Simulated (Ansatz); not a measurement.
An Ansatz (a program for electronic structure) run: HfSiO4 with a change (Si → C); Ansatz r2SCAN, spin-orbit coupling left out.

Input:

Ansatz 0.2 input:
```yaml
crystal:
  lattice:
    - [-3.1934044064, 3.1934044064, 2.716680781]
    - [3.1934044064, -3.1934044064, 2.716680781]
    - [3.1934044064, 3.1934044064, -2.716680781]
  atoms:
    - { symbol: O, position: [0.1687317287, 0.3393273242, 0.8294044044] }
    - { symbol: O, position: [0.5812682713, 0.9106726758, 0.6705955956] }
    - { symbol: O, position: [0.2400770802, 0.9106726758, 0.3294044044] }
    - { symbol: O, position: [0.5099229198, 0.3393273242, 0.1705955956] }
    - { symbol: O, position: [0.6606726758, 0.8312682713, 0.1705955956] }
    - { symbol: O, position: [0.0893273242, 0.7599229198, 0.6705955956] }
    - { symbol: O, position: [0.0893273242, 0.4187317287, 0.3294044044] }
    - { symbol: O, position: [0.6606726758, 0.4900770802, 0.8294044044] }
    - { symbol: C, position: [0.5, 0.5, 0] }
    - { symbol: C, position: [0.25, 0.75, 0.5] }
    - { symbol: Hf, position: [0.75, 0.25, 0.5] }
    - { symbol: Hf, position: [0, 0, 0] }
basis: { ecutwfc: 500, ecutrho_ratio: 4, xc_grid: 4, fft_grid_basis: typed }
kpoints: { mp_grid: { grid: [7, 7, 7] } }
hamiltonian:
  xc: r2scan
  dispersion: none
  pseudopotentials: { kind: paw }
scf: { occupations: { method: fermi_dirac, width: 0.05 }, convergence: { dr2_threshold: 0.0000000012 } }
output: { forces: true, stress: true }
checkpoint: { write: state.ck, write_every: 1000 }
```

Output (explanatory and most iteration lines left out):

```
Pseudopotential: O, paw, valence charge 6
Pseudopotential: C, paw, valence charge 4
Pseudopotential: Hf, paw, valence charge 26
Crystal: 12 atoms, lattice volume = 110.817 Å³
Basis set: ecut = 500 eV, 2821 PW (Γ), exchange–correlation on 160×160×160 points (64 copies of the dense FFT grid, shifted against one another)
Bands: 66, of which v1, the nominal top of the filled ones, is band 54 counted from 1 (53 counted from 0)
Symmetry: 16 space group operations
Space group: I41/amd (ITA 141), of the structure as read, at distance tolerance 4.8e-5 Å
k-points: 40 of 343
Functional: x = r2scan, c = r2scan; τ floored in thin density (d = 2e-4 eV/Å³)
SCF iter   1: F=—  HF=-36526.709683 eV  |F-HF|=—  |Δ(HF+E_count)|=         —  Δρ=1.50e-2  dr2=1.92e-1  dr2_τ=1.19e0  ethr=1.77e-3  ⟨swp⟩=6.0  Hψ=9140  notcnv=0  defer=24
SCF iter   2: F=—  HF=-36526.927003 eV  |F-HF|=—  |Δ(HF+E_count)|=   2.17e-1  Δρ=7.10e-3  dr2=3.68e-2  dr2_τ=5.93e-3  ethr=1.77e-4  ⟨swp⟩=2.0  Hψ=5450  notcnv=0  defer=196
SCF 1 converged in 10 iterations: F = -36526.923082 eV  dr2 = 3.50e-11
SCF converged after 10 iterations
Free energy (F): -36526.923082 eV
Internal energy: -36526.923082 eV  (E = F + TS)
E sigma→0 (E₀):  -36526.923082 eV
Fermi energy:    13.874830 eV
--- Forces (eV/Å), atoms counted from 1 ---
  atom   1  O      0.00000000    -0.00036002    -0.00034251
  atom   2  O      0.00000000     0.00036002     0.00034251
  atom   3  O      0.00000000    -0.00036002     0.00034251
  atom   4  O      0.00000000     0.00036002    -0.00034251
  atom   5  O      0.00036002    -0.00000000     0.00034251
  atom   6  O      0.00036002    -0.00000000    -0.00034251
  atom   7  O     -0.00036002     0.00000000    -0.00034251
  atom   8  O     -0.00036002     0.00000000     0.00034251
  atom   9  C      0.00000000    -0.00000000     0.00000000
  atom  10  C      0.00000000     0.00000000     0.00000000
  atom  11  Hf     0.00000000     0.00000000     0.00000000
  atom  12  Hf     0.00000000     0.00000000     0.00000000
--- Stress (GPa, compression-positive) ---
        0.000062      -0.000000       0.000000
       -0.000000       0.000062      -0.000000
       -0.000000       0.000000      -0.000533
  P = ⅓ Tr σ = -0.0001 GPa (-0.001 kbar)
```

With Hf present, leaving out spin-orbit coupling can change the band edges. Stability against distortions was not tested. The cell was made from HfSiO4 by this change: Si → C; the result is a hypothetical phase, not in the database extracts checked.
